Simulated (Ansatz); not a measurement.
The cell is made up: elements placed on another compound's structure type, so the phase may be hypothetical.

The decay constant κ of evanescent states in the gap governs leakage through a thin film.

Here is the system:

```
CELL_PARAMETERS angstrom
      4.95007     0.00000     0.00000
      0.00000    11.84160     0.00000
      0.00000     0.00000     4.71232
ATOMIC_POSITIONS crystal
  Zr 0.25000 0.33390 0.50000
  Zr 0.75000 0.66610 0.50000
  Zr 0.75000 0.16610 0.00000
  Zr 0.25000 0.83390 0.00000
  Ti 0.25000 0.07276 0.50000
  Ti 0.75000 0.92724 0.50000
  Ti 0.75000 0.42724 0.00000
  Ti 0.25000 0.57276 0.00000
  O  0.57188 0.05272 0.73112
  O  0.42812 0.94728 0.26888
  O  0.07188 0.44728 0.76888
  O  0.92812 0.55272 0.23112
  O  0.42812 0.44728 0.23112
  O  0.57188 0.55272 0.76888
  O  0.92812 0.05272 0.26888
  O  0.07188 0.94728 0.73112
  O  0.08524 0.68779 0.77900
  O  0.91476 0.31221 0.22100
  O  0.58524 0.81221 0.72100
  O  0.41476 0.18779 0.27900
  O  0.91476 0.81221 0.27900
  O  0.08524 0.18779 0.72100
  O  0.41476 0.68779 0.22100
  O  0.58524 0.31221 0.77900
```

Space group of this cell: Pbcn. The cell was relaxed by PBE-D3(BJ); by r2SCAN its mean pressure is -0.7 GPa.

Transport runs along the normal of the first two printed cell vectors.

The gap is the functional's own. No spin-orbit coupling. Mid-gap values are interpolated on the energy grid.

Estimate the band gap and the smallest decay constant κ at mid-gap that r2SCAN (Ansatz, a first-principles code) returns for this system.

Gap 3.57 eV on a 6×4×6 mesh; κ = 0.374 1/Å, at the zone centre.
